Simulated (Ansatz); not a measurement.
What uniaxial strain ε_zz = +1.00 % does to AlRu

Consider AlRu in the CsCl type structure (space group Pm-3m, No. 221; a = 2.983 Å; relaxed with 0.1 eV smearing). Axes: x, y, z lie along the cube axes.

Perturbation: the cell is stretched by 1.00 % along z with no lateral relaxation; the atoms relax in the strained cell.

All numbers come from Kohn–Sham DFT with the r2SCAN functional, run in Ansatz (a program for electronic structure) with PAW and 500 eV plane waves, scalar-relativistic without spin-orbit coupling. Settings: 19×19×19 k-points, 0.1 eV Fermi–Dirac smearing.

The volume per atom rises by 0.133 Å³ (13.27 Å³ → 13.41 Å³) and the space group goes from Pm-3m (No. 221) to P4/mmm (No. 123). The energy increases by 1.4 meV/atom and the pressure (mean of the normal stresses, compression positive) goes from zero to -2.1 GPa. The band gap is still zero and the stress (xx, yy, zz, yz, xz, xy; compression positive) amounts to (-1.5, -1.5, -3.3, 0.0, 0.0, 0.0) GPa.

No phonon test of stability was made. All final runs are without spin polarisation.
